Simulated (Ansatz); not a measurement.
**W: response to strain**

Base system: W in the bcc (W type) structure (space group Im-3m, No. 229; a = 3.169 Å; relaxed with 0.1 eV smearing).

Strains are applied to the cell and any free atomic positions relax.

All numbers come from DFT with r2SCAN, PAW potentials and a 500 eV plane-wave cutoff in Ansatz (a first-principles code), no SOC.

```tsv
isotropic strain (%)	pressure (GPa)
0	0.0
0.5	-4.6
1	-9.0
1.5	-13.0
2	?
2.5	-20.3
3	-23.6
```

Problem. Fit P = P₀ − Bδ + Cδ² with δ = (1 + ε)³ − 1 to the rows shown and predict the withheld row.

Solution. Least squares on the printed values gives P₀ = 0.0 GPa, B = 315 GPa, C = 652 GPa (largest residual 0.1 GPa); this predicts -16.8 GPa, and the run gives -16.8 GPa, in agreement.

Stability against distortions was not tested. All final runs are without spin polarisation.
